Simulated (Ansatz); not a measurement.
Start from Sn (space group I4_1/amd, No. 141; relaxed with 0.1 eV smearing).

```
Sn
1.0
   -2.94409     2.94409     1.59361
    2.94409    -2.94409     1.59361
    2.94409     2.94409    -1.59361
Sn
2
Direct
  0.75000   0.25000   0.50000
  0.00000   0.00000   0.00000
```

Cartesian axes are those of the cell as printed.

Computed with Ansatz (a program for electronic structure), r2SCAN, PAW, cutoff 500 eV, no spin-orbit coupling, earlier PAW set.

Before the change:

```
Item       Result
--------  -------
Pressure  0.0 GPa
```

Now apply this change: biaxial strain −1.82 %, plane normal [001], relaxed out of plane (Cartesian); in-plane vectors clamped, the third vector and the atoms free.

**Question.** What happens to the out-of-plane strain?

**Answer.** The out-of-plane strain comes out as +1.31 %.

**Question.** What happens to the pressure?

**Answer.** The pressure (mean of the normal stresses, compression positive) goes from zero to 1.5 GPa.

**Question.** What does the calculation give for the energy relative to the base after the change?

**Answer.** The energy rises by 6.3 meV/atom.

A biaxial case was relaxed in a doubled cell and then solved in the primitive one. No phonon test of stability was made.
